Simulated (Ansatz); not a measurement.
Consider KTaO$_{3}$ in the cubic perovskite structure (space group Pm-3m, No. 221; a = 3.989 Å).

Method: Kohn–Sham DFT with the r2SCAN functional, run in Ansatz (an electronic-structure program) with PAW and 500 eV plane waves, no spin-orbit coupling, earlier PAW set.

Base values:

The density comes out as 7.01 g/cm³ and the largest site moment is 0.00 μB.

Perturbation: Lu takes the place of Ta on all its sites, then cell and atoms are relaxed.

Tabulated Pauling electronegativity and covalent radius: Ta 1.50, 1.70 Å; Lu 1.27, 1.87 Å.

Q: What does the calculation give for the density after the change?

A: The density decreases by 1.54 g/cm³ to 5.47 g/cm³.

Q: What happens to the largest site moment?

A: The largest site moment goes from zero to 0.62 μB.

Other magnetic orders, which the real material may have, were not ruled out. No phonon test of stability was made. For KLuO3 in this form, whether it has been made was not checked.
